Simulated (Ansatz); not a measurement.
An Ansatz (a quantum-chemistry and plane-wave program) input (Ansatz PBE, spin-orbit coupling left out, earlier PAW set):

Ansatz 0.2 input:
```yaml
crystal:
  lattice:
    - [0, 3.0077615511, 3.0077615511]
    - [3.0077615511, 0, 3.0077615511]
    - [3.0077615511, 3.0077615511, 0]
  atoms:
    - { symbol: Ru, position: [0.75, 0.75, 0.75] }
    - { symbol: In, position: [0, 0, 0] }
basis: { ecutwfc: 420, ecutrho_ratio: 4, xc_grid: 2, fft_grid_basis: typed }
kpoints: { mp_grid: { grid: [13, 13, 13] } }
hamiltonian:
  xc: pbe
  dispersion: none
  pseudopotentials: { azcp: { folder: ./paw }, kind: paw }
scf: { occupations: { method: fermi_dirac, width: 0.05 }, convergence: { dr2_threshold: 0.0000000002 } }
output: { forces: true, stress: true }
checkpoint: { write: state.ck, write_every: 1000 }
```

Problem. Which symmetry and how many k-points will the program report, and about how many plane waves at Γ?

Solution. Space group F-43m (ITA 216) with 24 operations, k-points 84 of 2197, and 1067 plane waves at Γ.

No phonon test of stability was made. All final runs are without spin polarisation. An odd electron count without spin: InRu. The cell was made from InAs by this change: As → Ru; the result is a hypothetical phase, not in the database extracts checked. InRu has a high density of states at the Fermi level and may be magnetic at this level.
